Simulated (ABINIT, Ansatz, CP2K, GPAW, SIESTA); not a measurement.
**Code comparison for SrCl2 (Fm-3m, 3 atoms in the cell)**

Band-structure calculation.

```
SrCl2
1.0
    0.00000     3.49974     3.49974
    3.49974     0.00000     3.49974
    3.49974     3.49974     0.00000
Sr Cl
1 2
Direct
  0.00000   0.00000   0.00000
  0.75000   0.75000   0.75000
  0.25000   0.25000   0.25000
```

Shared settings, as Ansatz (a first-principles code) writes them: kpoints.mp_grid.grid = 8 8 8; scf.occupations.method = fermi_dirac; scf.occupations.width = 0.01 eV. Potentials and cutoffs stand in the table.

```csv
code,model,gap along the path (eV),smallest direct gap (eV),cutoff
ABINIT,"LDA (PW92), PAW (JTH v2.0 LDA PAW)",4.84,5.16,26 Ha
CP2K,"LDA (Pade form), GPW, DZVP-MOLOPT-SR-GTH basis, GTH-PADE potentials (GTH_POTENTIALS)",4.81,5.15,grid 500 Ry
Ansatz,"LDA (PW92), PAW files made with PBE",4.85,5.16,420 eV
SIESTA,"LDA PW92, numerical atomic orbitals DZP, PseudoDojo LDA standard norm-conserving potentials (rewritten from UPF to PSML)",4.62,4.95,grid 350 Ry
GPAW,"LDA (Perdew-Wang 92), GPAW PAW datasets LDA (gpaw-data 1.0.1)",4.85,5.17,550 eV
```

The spread over the programs that give each value: gap along the path within 0.23 eV; smallest direct gap within 0.22 eV.

CP2K and SIESTA use small atom-centred bases, whose incompleteness enters pressures, forces and empty levels differently from a plane-wave cutoff.

In the gap along the path, SIESTA stands apart from the plane-wave programs.

The starting cell comes from a database of computed structures (which also holds hypothetical and non-ambient phases and stackings), without a prior relaxation at this level.

Left out of this page: Quantum ESPRESSO, Elk and FLEUR (not drawn, or without a comparable value).

Keys are those of Ansatz 0.2.
